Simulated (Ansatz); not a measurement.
The starting structures come from a database of crystals and need not be the phases stable at ambient conditions.

Evanescent states of Ba$_{3}$In$_{2}$O$_{5}$F$_{2}$ (I4/mmm, not sure to be the ambient phase, 12 atoms a cell, 17.4 Å³ an atom, -4 GPa at this level) along the normal of (110)

Level of theory: r2SCAN (plane waves, PAW; Ansatz, a program for electronic structure).

The gap is the functional's own. No spin-orbit coupling. Mid-gap values are interpolated on the energy grid.

Energies count from the valence-band top; κ is the least over a 6×4 mesh across the current.

```tsv
E (eV)	κ (1/Å)	where
0.06	0.086	Γ
0.17	0.143	Γ
0.28	0.180	Γ
0.39	0.207	Γ
0.49	0.230	Γ
0.60	(withheld)	Γ
0.71	(withheld)	Γ
0.82	(withheld)	Γ
0.94	0.230	Γ
1.04	(withheld)	Γ
1.16	(withheld)	Γ
1.26	(withheld)	Γ
1.38	(withheld)	Γ
1.49	(withheld)	Γ
1.59	(withheld)	Γ
1.71	0.162	Γ
1.81	0.143	Γ
1.93	0.119	Γ
2.04	0.087	Γ
2.15	0.023	Γ
```

Q: What belongs in the gaps?

A: 
- 0.60, κ (1/Å): 0.239
- 0.71, κ (1/Å): 0.237
- 0.82, κ (1/Å): 0.234
- 1.04, κ (1/Å): 0.225
- 1.16, κ (1/Å): 0.219
- 1.26, κ (1/Å): 0.211
- 1.38, κ (1/Å): 0.201
- 1.49, κ (1/Å): 0.190
- 1.59, κ (1/Å): 0.177
